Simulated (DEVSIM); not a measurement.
System: isotype n-n heterojunction Al0.15Ga0.85As/GaAs, at 300 K.

| layer (left to right) | material | thickness (μm) | Nd (cm⁻³) | τn (s) | τp (s) |
|---|---|---|---|---|---|
| 1 | Al0.15Ga0.85As | 0.940 | 4.8e16 | 4.7e-10 | 4.7e-10 |
| 2 | GaAs | 0.130 | 2e15 | 4.7e-10 | 4.7e-10 |

Left contact: ohmic. Right contact: ohmic. Voltage is applied to the left contact. Recombination: SRH at mid-gap, Auger. Mobility is constant in doping. Where it depends on doping, it is μmin + (μ − μmin)/(1 + (N/Nref)^α).

This is a model device: material constants are rounded textbook-type values typed into the input, and sizes, dopings and lifetimes were drawn at random. Values at 300 K; Nc and Nv go as T^1.5, mobilities as T to minus their exponent, the gap by Varshni's rule with the affinity fixed. The table also holds parameters that only a changed run uses.

| parameter | Al0.15Ga0.85As | GaAs |
|---|---|---|
| gap (eV) | 1.611 | 1.424 |
| affinity (eV) | 3.9515 | 4.07 |
| permittivity | 12.47 | 12.9 |
| Nc (cm⁻³) | 5.6e17 | 4.7e17 |
| Nv (cm⁻³) | 9e18 | 9e18 |
| μn (cm²/Vs) | 5695 | 8500 |
| μp (cm²/Vs) | 282 | 400 |
| μn,min | 500 | 500 |
| μp,min | 20 | 20 |
| Nref,n | 6e16 | 6e16 |
| Nref,p | 1.5e17 | 1.5e17 |
| αn | 0.39 | 0.39 |
| αp | 0.38 | 0.38 |
| T exponent of μn | 2.1 | 2.1 |
| T exponent of μp | 2.2 | 2.2 |
| Cn (cm⁶/s) | 1e-30 | 1e-30 |
| Cp (cm⁶/s) | 1e-30 | 1e-30 |
| Varshni α (eV/K) | 0.000541 | 0.000541 |
| Varshni β (K) | 204 | 204 |

Model (solved in DEVSIM): 1D drift-diffusion, Boltzmann statistics, complete ionisation; no tunnelling, impact ionisation, image-force lowering or self-heating. Band offsets follow the typed affinities; no thermionic-emission limit at abrupt steps, no polarisation charge.

Base results: potential step across the device at zero bias (V) 0.196.

Problem. What follows from this one change: doping Nd of layer 1 4.8e+16 → 1.4e+15 cm^-3?

Solution. potential step across the device at zero bias 0.196 → 0.105 V.

Problem. What follows from this one change: doping Nd of layer 2 2e+15 → 6e+13 cm^-3?

Solution. potential step across the device at zero bias 0.196 → 0.287 V.

Problem. What follows from this one change: temperature 300 → 400 K?

Solution. potential step across the device at zero bias 0.196 → 0.222 V.
